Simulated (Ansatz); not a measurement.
A15 Nb₃Sn (cubic form, which distorts at low temperature), treated with revPBE (Ansatz, a quantum-chemistry and plane-wave program, PAW).

Run with plane-wave cutoff 520 eV, 10×10×10 k mesh, Fermi–Dirac smearing 0.05 eV, no spin polarisation, scalar-relativistic PAW data made under PBE.

The volume scan:

```tsv
V (Å³/atom)	E − E_lowest (meV/atom)	P (GPa)
17.907	37.26	11.01
18.288	15.98	6.96
18.669	3.87	3.30
19.050	0.00	0.01
19.431	3.57	-2.96
19.812	13.85	-5.63
20.192	30.16	-8.04
```

Problem. Estimate the bulk modulus from the pressures at 18.669 and 19.431 Å³/atom, and compare it with a fit to all energies.

Solution. B = −V dP/dV. Between V = 18.669 and 19.431 Å³/atom, dP/dV = (-2.96 − (3.30))/(19.431 − 18.669) = -8.22 GPa per Å³/atom; at the midpoint 19.050 Å³/atom this gives B ≈ 156 GPa. The third-order Birch–Murnaghan fit gives V0 = 19.050 Å³/atom, B0 = 156 GPa, B′ = 4.2, which lies within 1 % of that estimate.

Measured, for comparison: bulk modulus 165 GPa (4 K, zero-point motion not removed; as tabulated in Lu and Klein (1997), arXiv:cond-mat/9704251); equilibrium volume per atom 18.49 Å³/atom (temperature not stated, no zero-point or thermal correction; as tabulated in Priinits et al. (2024), arXiv:2406.00817). Computed (rounded) less measured: bulk modulus -5 %, equilibrium volume per atom +3.0 %.

Note: symmetry holds this phase in the static calculation, where it need not be a minimum.

Spin–orbit coupling is not included.

The computed numbers hold no vibrational or temperature effects.
